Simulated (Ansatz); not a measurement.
## Convergence study of the k-point mesh for K3VSe4 (Fmm2, 8 atoms in the cell)

```
K3VSe4
1.0
   -3.52137     3.52137     6.52099
    3.52137    -3.52137     6.52099
    3.52137     3.52137    -6.52099
K V Se
3 1 4
Direct
  0.50383   0.50383   0.00000
  0.75000   0.25000   0.50000
  0.25000   0.75000   0.50000
  0.00000   0.00000   0.00000
  0.28921   0.90979   0.00000
  0.09021   0.09021   0.37942
  0.90979   0.28921   0.00000
  0.71079   0.71079   0.62058
```

Level of theory: LDA (PW92), default PAW files made with PBE (plane waves; Ansatz, a first-principles code).

Base settings: basis.ecutwfc = 30.9 Ry; kpoints.mp_grid.grid = 3 3 3; hamiltonian.xc = lda; hamiltonian.pseudopotentials = {kind: paw} (the program's default PAW files); scf.occupations.method = fermi_dirac; scf.occupations.width = 0.0037 Ry.

The second cell is the first with its lattice scaled by 0.98.

Only quantities that move along the ladder and can be compared are tabulated.

The count of work is k-points × plane waves × bands × iterations; it is no time. Core times come from one kind of shared machine, to one figure; runs under 30 s give none.

The starting cell comes from a database of computed structures (which also holds hypothetical and non-ambient phases and stackings), without a prior relaxation at this level. Its lattice was rescaled by up to half a per cent. One atom was moved a little off its site on purpose. Ansatz's pressure includes its estimate of the finite-basis (Pulay) stress.

| kpoints.mp_grid.grid | free energy less the last step's (meV/atom) | energy of the compressed cell less the first (meV/atom) | pressure (GPa) | largest difference of a force vector from the last step's (eV/Å) | count of work / last | core time / last (rough) |
|---|---|---|---|---|---|---|
| 1 1 1 | 26.00 | -14.58 | -1.73 | 0.171 | 0.0051 | – |
| 2 2 2 | 0.75 | -18.14 | -1.94 | 0.002 | 0.023 | – |
| 3 3 3 | 0.02 | -18.25 | -1.94 | 0.000 | 0.037 | – |
| 4 4 4 | 0.00 | -18.25 | -1.94 | 0.000 | 0.083 | 0.08 |
| 5 5 5 | 0.00 | -18.25 | -1.94 | 0.000 | 0.12 | 0.1 |
| 6 6 6 | 0.00 | -18.25 | -1.94 | 0.000 | 0.21 | 0.2 |
| 7 7 7 | 0.00 | -18.25 | -1.94 | 0.000 | 0.30 | 0.3 |
| 8 8 8 | 0.00 | -18.25 | -1.94 | 0.000 | 0.44 | 0.4 |
| 9 9 9 | 0.00 | -18.25 | -1.94 | 0.000 | 0.58 | 0.6 |
| 11 11 11 | 0.00 | -18.25 | -1.94 | 0.000 | 1.0 | 1 |

Coarsest kpoints.mp_grid.grid that holds the energy of the compressed cell less the first within 1 meV/atom of the last step, with all finer ones: 2 2 2, at 0.023 of the last step's count of work; the step before is off by 3.7 meV/atom.

Coarsest kpoints.mp_grid.grid that holds the forces within 0.005 eV/Å of the last step, with all finer ones: 2 2 2, at 0.023 of the last step's count of work; the step before is off by 0.17 eV/Å.

Coarsest kpoints.mp_grid.grid that holds the free energy within 2 meV/atom of the last step, with all finer ones: 2 2 2, at 0.023 of the last step's count of work; the step before is off by 26 meV/atom.

Left out of this page: 1 run of the series stopped by limits of time or memory.

Keys are those of Ansatz 0.2.
